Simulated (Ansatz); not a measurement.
Cells marked so need not be the phases stable at ambient conditions, and some may be hypothetical.

The gap is the functional's own. No spin-orbit coupling. Mid-gap values are interpolated on the energy grid.

A. CaO (P6_3/mmc, not sure to be the ambient phase, 4 atoms a cell, 16.5 Å³ an atom), along the normal of (001)
B. Sr₃Ta₂ZnO₉ (P-3m1, not sure to be the ambient phase, 15 atoms a cell, 13.4 Å³ an atom, -5 GPa at this level), along the normal of (111)
C. BiBrO (P4/nmm, not sure to be the ambient phase, 6 atoms a cell, 21.0 Å³ an atom), along the normal of (111)

Rank these by mid-gap decay constant of the slowest evanescent state (highest first), as r2SCAN run with Ansatz (a first-principles code) gives it.

B (0.35 1/Å), A (0.31 1/Å), C (0.25 1/Å)
